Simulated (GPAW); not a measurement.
Band structure of PbS2 (I4/mcm, 6 atoms in the cell).

```xyz
6
Lattice="-3.0750 3.0750 3.7766 3.0750 -3.0750 3.7766 3.0750 3.0750 -3.7766" Properties=species:S:1:pos:R:3 pbc="T T T"
Pb     0.0000     0.0000     5.6649
Pb     0.0000     0.0000     1.8883
S      3.8070     0.7320     0.0000
S     -0.7320     2.3429     3.7766
S      2.3429     0.7320     3.7766
S      0.7320     2.3429     0.0000
```

Method: LDA (Perdew-Wang 92), GPAW PAW datasets LDA (gpaw-data 1.0.1) (plane waves; GPAW 25.7.0).

Settings: mode = pw; ecut = 600 eV; xc = LDA; kpts = 4 4 4; mesh shift (steps) = 0 0 0; occupations.name = fermi-dirac; occupations.width = 0.05 eV; nbands = -10; convergence.density = 1e-05 e/electron; symmetry.symmorphic = false; symmetry.tolerance = 0.0005; maxiter = 150; bandpath_npoints = 40.

The starting cell comes from a database of computed structures (which also holds hypothetical and non-ambient phases and stackings), without a prior relaxation at this level. Spin-orbit coupling is off. The run gives no clean gap (levels at the Fermi energy touch, overlap or are partly filled at this smearing), which alone does not show that the compound is a metal.

Levels in eV from the Fermi level, bands 23 to 30:
```tsv
point	23	24	25	26	27	28	29	30
Γ	-3.31	-3.21	-3.21	-0.20	2.91	2.91	3.07	3.07
X	-2.60	-1.33	-1.20	-0.24	1.13	1.15	2.12	2.50
Y	-1.35	-0.92	-0.62	-0.33	0.23	1.79	2.16	2.23
S	-1.55	-0.96	-0.38	-0.27	0.81	1.56	2.17	2.30
Z	-1.37	-1.37	-0.13	0.21	1.42	1.57	1.57	2.56
S1	-1.55	-0.96	-0.38	-0.27	0.81	1.56	2.17	2.30
N	-2.20	-2.20	-0.93	-0.93	1.02	1.02	2.38	2.38
P	-2.04	-2.04	-0.94	-0.94	2.25	2.25	2.32	2.32
Y1	-1.35	-0.92	-0.62	-0.33	0.23	1.79	2.16	2.23
```

Bands cross the Fermi level along this path, so the cell is metallic at this level.
